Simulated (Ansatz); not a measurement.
## Cr (model structure, from the diamond type, Fd-3m, No. 227): lattice parameter a by level of theory

No measured value is used here.

| level (code) | value (Å) |
|---|---|
| LDA (Ansatz) | 4.938 |
| PBE (Ansatz) | 5.095 |
| PBEsol (Ansatz) | ___ |

**Question.** What belongs in the gaps?

**Answer.** 
- PBEsol (Ansatz, an electronic-structure program), value (Å): 5.008

Spin-polarised runs: LDA (parallel moments), PBE (parallel moments), PBEsol (parallel moments). LDA, PBE, PBEsol: the starting moments vanished in the run, and other orders were not tried. Ansatz's density-functional and Hartree–Fock values are scalar-relativistic unless marked +SOC, with PAW data made under PBE.

A model structure was made by putting elements into a prototype or built by hand; it is no filed structure, need not be a known phase, and can be a saddle point held by its symmetry.
